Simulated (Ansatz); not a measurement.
## Carrier properties of BN (P6_3mc)

Here is the system:

```xyz
4
Lattice="2.5410 0.0000 0.0000 -1.2705 2.2006 0.0000 0.0000 0.0000 4.2033" Properties=species:S:1:pos:R:3 pbc="T T T"
B      0.0000     1.4671     0.0011
B      1.2705     0.7335     2.1028
N      0.0000     1.4671     1.5751
N      1.2705     0.7335     3.6768
```

All values below come from r2SCAN, rigid bands (plane waves, PAW, scalar-relativistic; Ansatz, a program for electronic structure). Cell: cell and atoms relaxed with PBEsol.

```json
{
 "band_gap": "5.74 eV",
 "electron conductivity mass (300 K, dilute)": "0.50 (x), 0.50 (y), 0.30 (z) mₑ",
 "hole conductivity mass (300 K, dilute)": "0.81 (x), 0.81 (y), 1.25 (z) mₑ",
 "effective density of states N_c (300 K)": "1.3e19 cm⁻³",
 "effective density of states N_v (300 K)": "4.5e19 cm⁻³",
 "density_of_states_mass_electrons": "0.65 mₑ",
 "density_of_states_mass_holes": "1.48 mₑ",
 "Seebeck coefficient, n-type 1e19 cm⁻³, 300 K": "-247 μV/K",
 "best n-type power factor at 300 K for τ = 10 fs (best axis; densities from 1e16 to 1e21 cm⁻³ tried, whether or not they can be reached)": "7.5 μW/(cm·K²) at 3e19 cm⁻³",
 "Seebeck coefficient, p-type 1e19 cm⁻³, 300 K": "348 μV/K",
 "best p-type power factor at 300 K for τ = 10 fs (best axis; densities from 1e16 to 1e21 cm⁻³ tried, whether or not they can be reached)": "9.3 μW/(cm·K²) at 1e20 cm⁻³"
}
```

Rigid bands; masses and Seebeck coefficients take one relaxation time τ for all states and one kind of carrier; polarons and phonon drag are left out. Spin-orbit coupling is left out. Geometry: cell and atoms relaxed with PBEsol.
